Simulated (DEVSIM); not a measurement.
Device: illuminated Si p-on-n cell, one wavelength, at 250 K.

Layer 1 from the left is Si, thickness (μm) 0.130, Na (cm⁻³) 2.7e18, τn (s) 7.4e-8, τp (s) 1.3e-8, absorption coefficient (cm⁻¹) 110. Layer 2 from the left is Si, thickness (μm) 52.0, Nd (cm⁻³) 1.5e15, τn (s) 4.6e-7, τp (s) 4.6e-7, absorption coefficient (cm⁻¹) 110.

Left contact: ohmic, minority electron recombination velocity 40 cm/s. Right contact: ohmic, minority hole recombination velocity 50000 cm/s. Voltage is applied to the left contact. Recombination: SRH at mid-gap, radiative, Auger. Light enters at the left, 2.4e18 photons cm⁻² s⁻¹, one pass, no reflection. Mobility is μmin + (μ − μmin)/(1 + (N/Nref)^α).

The device is made up for the run: typed textbook-type constants, with dimensions and the other settings drawn at random. Values at 300 K; Nc and Nv go as T^1.5, mobilities as T to minus their exponent, the gap by Varshni's rule with the affinity fixed.

Si: gap (eV) 1.124, affinity (eV) 4.05, permittivity 11.7, Nc (cm⁻³) 2.86e19, Nv (cm⁻³) 3.1e19, μn (cm²/Vs) 1417, μp (cm²/Vs) 470, μn,min 52, μp,min 45, Nref,n 9.7e16, Nref,p 2.2e17, αn 0.68, αp 0.72, T exponent of μn 2.3, T exponent of μp 2.2, B (cm³/s) 4.7e-15, Cn (cm⁶/s) 2.8e-31, Cp (cm⁶/s) 9.9e-32, Varshni α (eV/K) 0.000473, Varshni β (K) 636.

Model (solved in DEVSIM): 1D drift-diffusion, Boltzmann statistics, complete ionisation; no tunnelling, impact ionisation, image-force lowering or self-heating.

Dark forward current:

```tsv
|V| (V)	|J| (A/cm²)
0.05	1.899e-10
0.10	7.791e-10
0.15	2.738e-9
0.20	9.357e-9
0.25	3.205e-8
0.30	1.123e-7
0.35	4.171e-7
0.40	1.762e-6
0.45	9.356e-6
0.50	6.510e-5
0.55	0.0005542
0.60	0.005214
0.65	0.04949
0.70	0.3859
0.75	1.946
0.80	7.321
0.85	24.08
0.90	74.05
0.95	219.4
1.00	629.2
1.05	1653
1.10	3523
```

Problem. Work out the local ideality factor n = ΔV / (kT/q · ln(J2/J1)) between the rows 0.10 and 0.15 V, 0.60 and 0.65 V, 1.05 and 1.10 V.

Solution. kT/q = 21.54 mV. From 0.10 to 0.15 V: ln(2.738e-9/7.791e-10) = 1.257, n = 1.85. From 0.60 to 0.65 V: ln(0.04949/0.005214) = 2.250, n = 1.03, near the 1 of diffusion or emission over a barrier. From 1.05 to 1.10 V: ln(3523/1653) = 0.757, n = 3.07.

Problem. What current could the absorbed light give at most, and what share is collected?

Solution. Σ αd = 0.573, so qΦ(1 − exp(−Σ αd)) = 168 mA/cm². The simulated short-circuit current is 76.50 mA/cm², a share of 0.46.

Problem. Estimate the open-circuit voltage by superposition: the voltage at which the dark current equals that short-circuit current.

Solution. Interpolating ln J in the table gives 0.661 V. The simulation gives 0.659 V, the same within the digits that matter. Superposition holds where collection doesn't change with voltage.

Problem. Estimate the fill factor from FF0 = (v − ln(v + 0.72))/(v + 1), v = qVoc/(nkT), with n from the dark curve.

Solution. The rows about Voc, 0.65 and 0.70 V, give n = 1.13, so v = 27.1 and FF0 = 0.846. The simulation gives 0.841, the same within the digits that matter.
